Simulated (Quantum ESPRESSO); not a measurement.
# Refining one setting for InP (F-43m, 2 atoms in the cell)

```yaml
crystal:
  lattice:
    - [0.00000, 3.00098, 3.00098]
    - [3.00098, 0.00000, 3.00098]
    - [3.00098, 3.00098, 0.00000]
  atoms:
    - { symbol: In, position: [0.00000, 0.00000, 0.00000] }
    - { symbol: P, position: [0.25000, 0.25000, 0.25000] }
```

Method of the run: PBE, PseudoDojo standard norm-conserving (PBE) pseudopotentials (plane waves; Quantum ESPRESSO 7.5).

The starting cell comes from a database of computed structures (which also holds hypothetical and non-ambient phases and stackings), without a prior relaxation at this level. Its lattice was rescaled by a random factor within 2.5 % of one. The shifted mesh does not hold Γ, so a gap read on it misses any band edge there.

Held fixed: occupations = smearing; smearing = gaussian; degauss = 0.0036749 Ry; potentials = {In: In.upf, P: P.upf}; K_POINTS = automatic 5 5 5 1 1 1; conv_thr = 1e-09 Ry.

ΔF is the free energy per atom less that of the last row (140 Ry).

```csv
ecutwfc,ΔF (meV/atom),pressure (GPa),gap on the mesh (eV),plane waves,iterations
28 Ry,22035.9,-354.63,1.153,925,9
35 Ry,7264.8,-176.16,1.267,1288,8
42 Ry,1910.4,-67.76,1.307,1699,8
49 Ry,375.5,-19.86,1.317,2128,8
56 Ry,?,-4.69,1.320,2631,8
63 Ry,?,-1.48,1.320,3100,8
70 Ry,0.64,-1.14,1.320,3623,8
80 Ry,0.45,-1.14,1.320,4431,8
91 Ry,0.34,-1.14,1.320,5361,9
105 Ry,0.17,-1.14,1.320,6648,8
122 Ry,0.09,-1.13,1.320,8318,8
140 Ry,0.00,-1.14,1.320,10234,8
```

Some entries are withheld; supply them.


- 56 Ry, ΔF (meV/atom): 48.9
- 63 Ry, ΔF (meV/atom): 3.5
